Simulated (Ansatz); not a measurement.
Base system: SiSe$_{2}$ (space group Ibam, No. 72; a = 6.299 Å, b = 9.307 Å, c = 5.856 Å; made of chains).

It is then changed as follows: full substitution Si → Ti; the structure is relaxed again.

Level of theory: PBEsol (Ansatz, an electronic-structure program), no SOC, earlier PAW set.

Base, band edges from the VBM (valence, conduction): W -0.77, 2.56; T -0.10, 2.83; Γ -0.41, 2.83; S -0.58, 2.54; R -0.68, 2.39; X -0.06, 1.66; G₀ -0.48, 2.00; Λ₀ -0.48, 2.00; Σ₀ 0.00, 2.06; F₀ 0.00, 2.06 eV.

Q: Give the band edges at the high-symmetry points of the new zone, measured from its valence-band maximum.

A: 
```csv
point,valence edge (eV),conduction edge (eV)
Γ,-0.89,0.83
X,-0.47,0.64
F₀,-0.14,0.76
Σ₀,-0.14,0.76
Λ₀,-0.80,0.76
G₀,-0.80,0.76
R,-0.96,0.98
W,-1.07,0.97
S,-1.31,0.96
T,-0.21,0.78
```

The gap is 0.64 eV, indirect, Σ₀–Γ (33 % along) → X.

Whether these cells are dynamically stable was not tested. As relaxed here, TiSe2 is a hypothetical phase, not in the database extracts checked. All final runs are without spin polarisation. No dispersion term is included in the PBEsol runs.
